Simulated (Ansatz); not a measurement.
# A computed series for hypothetical P6_3/mmc HgI2: thickness series

Consider HgI₂ in the 2H-MoS2 type structure (space group P6_3/mmc, No. 194; a = 4.155 Å, c = 14.393 Å; a hypothetical phase, not in the database extracts checked).

Free-standing slabs (3 atom(s) a layer) normal to the stacking axis with 15 Å of vacuum; in-plane cell relaxed.

Computed with plane-wave PAW DFT at the r2SCAN+rVV10 level (Ansatz, a first-principles code, 500 eV), no SOC.

```
number of layers  band gap (eV)
----------------  -------------
1                          1.20
2                          0.99
3                             ?
4                          0.84
```

Task: Fit E_g(N) = E_bulk + A N^(−s) with E_bulk = 0.66 eV, fitted as a line in log–log form to the rows shown and predict the withheld row.

Result: Least squares on the printed values gives A = 0.55 eV, s = 0.79 (largest residual 0.01 eV); this predicts 0.89 eV, and the run gives 0.89 eV, in agreement.

Spin-orbit coupling, missing from the scalar runs, can matter with Hg and I. Stability against distortions was not tested.
